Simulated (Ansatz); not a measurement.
The starting structures come from a database of crystals and need not be the phases stable at ambient conditions.

Tunnelling through a barrier is set by its complex band structure: the current falls as exp(−2κd) with the smallest κ.

Data:

```
AlGaN2
1.0
    3.08237     0.00000     0.00000
    0.00000     4.99495     0.00000
    1.54119     0.00000     2.72389
Al Ga N
1 1 2
Direct
  0.00000   0.00074   0.00000
  0.66667   0.50283   0.66667
  0.66667   0.88820   0.66667
  0.00000   0.37184   0.00000
```

Space group of this cell: Cm. The cell is strained (lengths across the current scaled by 0.98, ions clamped); by r2SCAN its mean pressure is 8.5 GPa.

Transport runs along the normal of the first two printed cell vectors.

No gap correction and no spin-orbit coupling; mid-gap values are interpolated between computed energies.

State the band gap and the smallest decay constant κ at mid-gap according to Ansatz (an electronic-structure program) with r2SCAN.

Gap 3.66 eV on a 12×6×12 mesh; κ = 0.238 1/Å, at the zone centre.
